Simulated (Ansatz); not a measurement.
## CeB4 (P4/mbm, No. 127)

The numbers are results of r²SCAN+rVV10 (Ansatz, an electronic-structure program, plane waves, PAW), not measurements.

Numerical settings: plane-wave cutoff 560 eV, 8×8×14 k mesh (along the axes of the cell as run), Fermi–Dirac smearing 0.05 eV, spin-polarised with parallel moments, scalar-relativistic PAW data made under PBE.

Cell: relaxed at this level.

```
Quantity              Value
------------------  -------
lattice constant a  7.166 Å
c axis length       4.067 Å
```

Note: the magnetic order was assumed, not searched for or taken from measurement; the relaxation could not lower the start's symmetry, so the cell can be a saddle point above a distorted one; the 4f shell is treated without U or exact exchange, so its levels and filling can be wrong; the moments ended far under their starting size, a low-moment state that need not be the lowest.

Spin–orbit coupling is not included; it can open a gap where bands touch, and shift volumes and moduli.

Static lattice: no zero-point or thermal effects.
